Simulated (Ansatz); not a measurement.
Abridged Ansatz (a quantum-chemistry and plane-wave program) output:

```
Pseudopotential: Ti, paw, valence charge 12
Pseudopotential: O, paw, valence charge 6
Crystal: 6 atoms, lattice volume = 70.004 Å³
Basis set: ecut = 420 eV, 1365 PW (Γ), exchange–correlation on 80×80×80 points (8 copies of the dense FFT grid, shifted against one another)
Bands: 30, of which v1, the nominal top of the filled ones, is band 24 counted from 1 (23 counted from 0)
Symmetry: 16 space group operations
k-points: 163 of 1728
Functional: x = pbe(κ = 0.804, μ = 0.2195149727645171), c = pbe(β = 0.06672455060314922)
SCF iter   1: F=—  HF=-7277.890970 eV  |F-HF|=—  |Δ(HF+E_count)|=         —  Δρ=6.07e-2  dr2=2.80e0  ethr=3.10e-3  ⟨swp⟩=4.7  Hψ=16970  notcnv=0
SCF iter   2: F=—  HF=-7277.586565 eV  |F-HF|=—  |Δ(HF+E_count)|=   3.04e-1  Δρ=3.21e-2  dr2=8.23e-1  ethr=3.10e-3  ⟨swp⟩=2.8  Hψ=9145  notcnv=0  defer=263
SCF 1 converged in 10 iterations: F = -7277.515587 eV  dr2 = 2.81e-11
SCF converged after 10 iterations
Free energy (F): -7277.515587 eV
Internal energy: -7277.515587 eV  (E = F + TS)
E sigma→0 (E₀):  -7277.515587 eV
Fermi energy:    8.023481 eV
--- Forces (eV/Å), atoms counted from 1 ---
  atom   1  Ti    -0.00000000     0.00000000     0.00000000
  atom   2  Ti     0.00000000     0.00000000     0.00000000
  atom   3  O     -0.00000000     0.00000000    -0.00003258
  atom   4  O      0.00000000     0.00000000    -0.00003258
  atom   5  O      0.00000000     0.00000000     0.00003258
  atom   6  O      0.00000000     0.00000000     0.00003258
--- Stress (GPa, compression-positive) ---
       -0.000802      -0.000000       0.000000
       -0.000000      -0.000802      -0.000000
        0.000000      -0.000000       0.001677
  P = ⅓ Tr σ = 0.0000 GPa (0.000 kbar)
```

### Question
What was computed, and what are the main results?

### Answer
TiO2, 6 atoms in the cell, with PBE (Ansatz; PAW; 420 eV plane waves; without spin-orbit coupling), earlier PAW set. The last SCF converged to F = -7277.515587 eV, or -1212.9193 eV per atom, at a pressure of 0.00 GPa. The total energy compares only with runs of the same code, potentials and settings.

Stability against distortions was not tested. The final runs are not spin-polarised. The cell is TiO₂ in the anatase structure (space group I4_1/amd, No. 141).
